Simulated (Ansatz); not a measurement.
SiO2, response to strain

Consider SiO2 (space group P3_221, No. 154; a = 4.866 Å, c = 5.365 Å). Axes: x lies along a and z along c of the hexagonal cell.

Strains are applied to the cell and any free atomic positions relax.

Computed with DFT with LDA, PAW potentials and a 420 eV plane-wave cutoff in Ansatz (a program for electronic structure), no spin-orbit coupling.

Notes on the quantities. energy relative to the base: free energy F.

```json
[
 {"variant": "base", "largest internal atomic displacement": "–", "volume per atom": "12.22 Å³", "energy relative to the base": "0 meV/atom"},
 {"variant": "uniaxial strain ε_zz = −3.00 %", "largest internal atomic displacement": "0.053 Å", "volume per atom": "11.86 Å³", "energy relative to the base": "+3.6 meV/atom"},
 {"variant": "uniaxial strain ε_zz = −2.25 %", "largest internal atomic displacement": "0.041 Å", "volume per atom": "11.95 Å³", "energy relative to the base": "+2.0 meV/atom"},
 {"variant": "uniaxial strain ε_zz = −1.50 %", "largest internal atomic displacement": "0.027 Å", "volume per atom": "12.04 Å³", "energy relative to the base": "+0.9 meV/atom"},
 {"variant": "uniaxial strain ε_zz = −0.75 %", "largest internal atomic displacement": "0.014 Å", "volume per atom": "12.13 Å³", "energy relative to the base": "+0.2 meV/atom"}
]
```

Stability against distortions was not tested.
